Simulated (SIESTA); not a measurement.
Band structure of LaGa₃Pd₂ (P6/mmm, 6 atoms in the cell).

```
CELL_PARAMETERS angstrom
      5.44368     0.00000     0.00000
     -2.72184     4.71436     0.00000
      0.00000     0.00000     4.29021
ATOMIC_POSITIONS crystal
  La 0.00000 0.00000 0.00000
  Ga 0.50000 0.00000 0.50000
  Ga 0.50000 0.50000 0.50000
  Ga 0.00000 0.50000 0.50000
  Pd 0.66667 0.33333 0.00000
  Pd 0.33333 0.66667 0.00000
```

Method of the run: GGA PBEsol, numerical atomic orbitals DZP, PseudoDojo PBEsol standard norm-conserving potentials (rewritten from UPF to PSML) (SIESTA 5.4.2).

Settings: XC.functional = GGA; XC.authors = PBEsol; potentials = PseudoDojo PBEsol standard; PAO.BasisSize = DZP; PAO.EnergyShift = 0.01 Ry; MeshCutoff = 300 Ry; kgrid.MonkhorstPack = 6 6 7; OccupationFunction = MP; OccupationMPOrder = 0; ElectronicTemperature = 580.23 K; MaxSCFIterations = 150; SCF.Mixer.Method = Pulay; SCF.Mixer.Weight = 0.25; SCF.Mixer.History = 8.

The starting cell comes from a database of computed structures (which also holds hypothetical and non-ambient phases and stackings), without a prior relaxation at this level. Spin polarisation is off. Values carry the incompleteness of an atom-centred basis.

Levels in eV from the Fermi level, bands 40 to 45:
```
point     40     41     42     43     44     45
-----  -----  -----  -----  -----  -----  -----
Γ      -2.44  -1.06  -0.53  -0.40  -0.40  -0.28
M      -2.01  -1.69  -0.25   1.29   1.35   2.47
K      -2.09  -0.19   0.21   0.21   0.66   0.66
A      -2.67  -0.84  -0.84  -0.77  -0.77   0.45
L      -2.75  -1.72  -0.66  -0.45   0.72   2.30
H      -1.68  -1.68  -1.13  -0.86   0.78   0.78
```

Bands cross the Fermi level along this path, so the cell is metallic at this level.

Higher empty bands are left out: an atom-centred basis made for the valence describes them poorly.
